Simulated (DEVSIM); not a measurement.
Structure: Mo/SiO2/n-Si capacitor, at 300 K.

| layer (left to right) | material | thickness (nm) | Nd (cm⁻³) |
|---|---|---|---|
| 1 | SiO2 | 16.0 | - |
| 2 | Si | 1300 | 2e17 |

Metal gate on the left, work function 4.6 eV. Fixed charge at the semiconductor interface 0 cm⁻² (in units of +e); interface traps 3e11 cm⁻² eV⁻¹, uniform in energy, neutral level at 0.7 of the gap above the valence band.

Constants are typed, rounded textbook-type inputs, not results; the design itself was drawn at random and stands for no fabricated device. Values at 300 K.

```
parameter      SiO2       Si
-------------  ----  -------
gap (eV)          9    1.124
affinity (eV)   0.9     4.05
permittivity    3.9     11.7
Nc (cm⁻³)         -  2.86e19
Nv (cm⁻³)         -   3.1e19
```

Model (solved in DEVSIM): 1D Poisson equation in equilibrium, Boltzmann statistics, complete ionisation; no quantum confinement or tunnelling. Metal contacts follow the ideal Schottky-Mott rule: no Fermi-level pinning, no interface dipoles.

Q: Tabulate band edges, carrier densities and field at -0.6 V on the gate.

A: Energies count from the Fermi level of the right contact; mesh points crowd at the junctions.

```json
[
 {"x (μm)": "0.000", "Ec (eV)": "4.300", "Ev (eV)": "-4.700", "n (cm⁻³)": "< 1e2", "p (cm⁻³)": "< 1e2", "field (V/cm)": "-430000"},
 {"x (μm)": "0.001212", "Ec (eV)": "4.248", "Ev (eV)": "-4.752", "n (cm⁻³)": "< 1e2", "p (cm⁻³)": "< 1e2", "field (V/cm)": "-430000"},
 {"x (μm)": "0.003500", "Ec (eV)": "4.149", "Ev (eV)": "-4.851", "n (cm⁻³)": "< 1e2", "p (cm⁻³)": "< 1e2", "field (V/cm)": "-430000"},
 {"x (μm)": "0.008000", "Ec (eV)": "3.955", "Ev (eV)": "-5.045", "n (cm⁻³)": "< 1e2", "p (cm⁻³)": "< 1e2", "field (V/cm)": "-430000"},
 {"x (μm)": "0.01331", "Ec (eV)": "3.727", "Ev (eV)": "-5.274", "n (cm⁻³)": "< 1e2", "p (cm⁻³)": "< 1e2", "field (V/cm)": "-430000"},
 {"x (μm)": "0.01522", "Ec (eV)": "3.644", "Ev (eV)": "-5.356", "n (cm⁻³)": "< 1e2", "p (cm⁻³)": "< 1e2", "field (V/cm)": "-430000"},
 {"x (μm)": "0.01626", "Ec (eV)": "0.458", "Ev (eV)": "-0.666", "n (cm⁻³)": "5.9e11", "p (cm⁻³)": "2.0e8", "field (V/cm)": "-140000"},
 {"x (μm)": "0.01877", "Ec (eV)": "0.424", "Ev (eV)": "-0.700", "n (cm⁻³)": "2.1e12", "p (cm⁻³)": "5.4e7", "field (V/cm)": "-130000"},
 {"x (μm)": "0.02311", "Ec (eV)": "0.371", "Ev (eV)": "-0.753", "n (cm⁻³)": "1.7e13", "p (cm⁻³)": "6900000", "field (V/cm)": "-120000"},
 {"x (μm)": "0.03225", "Ec (eV)": "0.278", "Ev (eV)": "-0.846", "n (cm⁻³)": "6.1e14", "p (cm⁻³)": "190000", "field (V/cm)": "-88000"},
 {"x (μm)": "0.05277", "Ec (eV)": "0.161", "Ev (eV)": "-0.963", "n (cm⁻³)": "5.7e16", "p (cm⁻³)": "2000", "field (V/cm)": "-29000"},
 {"x (μm)": "0.1160", "Ec (eV)": "0.128", "Ev (eV)": "-0.996", "n (cm⁻³)": "2.0e17", "p (cm⁻³)": "580", "field (V/cm)": "-45"},
 {"x (μm)": "0.2279", "Ec (eV)": "0.128", "Ev (eV)": "-0.996", "n (cm⁻³)": "2.0e17", "p (cm⁻³)": "580", "field (V/cm)": "≈ 0"},
 {"x (μm)": "0.4634", "Ec (eV)": "0.128", "Ev (eV)": "-0.996", "n (cm⁻³)": "2.0e17", "p (cm⁻³)": "580", "field (V/cm)": "≈ 0"},
 {"x (μm)": "0.9630", "Ec (eV)": "0.128", "Ev (eV)": "-0.996", "n (cm⁻³)": "2.0e17", "p (cm⁻³)": "580", "field (V/cm)": "≈ 0"},
 {"x (μm)": "1.149", "Ec (eV)": "0.128", "Ev (eV)": "-0.996", "n (cm⁻³)": "2.0e17", "p (cm⁻³)": "580", "field (V/cm)": "≈ 0"},
 {"x (μm)": "1.237", "Ec (eV)": "0.128", "Ev (eV)": "-0.996", "n (cm⁻³)": "2.0e17", "p (cm⁻³)": "580", "field (V/cm)": "≈ 0"},
 {"x (μm)": "1.280", "Ec (eV)": "0.128", "Ev (eV)": "-0.996", "n (cm⁻³)": "2.0e17", "p (cm⁻³)": "580", "field (V/cm)": "≈ 0"},
 {"x (μm)": "1.303", "Ec (eV)": "0.128", "Ev (eV)": "-0.996", "n (cm⁻³)": "2.0e17", "p (cm⁻³)": "580", "field (V/cm)": "≈ 0"},
 {"x (μm)": "1.311", "Ec (eV)": "0.128", "Ev (eV)": "-0.996", "n (cm⁻³)": "2.0e17", "p (cm⁻³)": "580", "field (V/cm)": "≈ 0"},
 {"x (μm)": "1.314", "Ec (eV)": "0.128", "Ev (eV)": "-0.996", "n (cm⁻³)": "2.0e17", "p (cm⁻³)": "580", "field (V/cm)": "≈ 0"},
 {"x (μm)": "1.316", "Ec (eV)": "0.128", "Ev (eV)": "-0.996", "n (cm⁻³)": "2.0e17", "p (cm⁻³)": "580", "field (V/cm)": "≈ 0"}
]
```
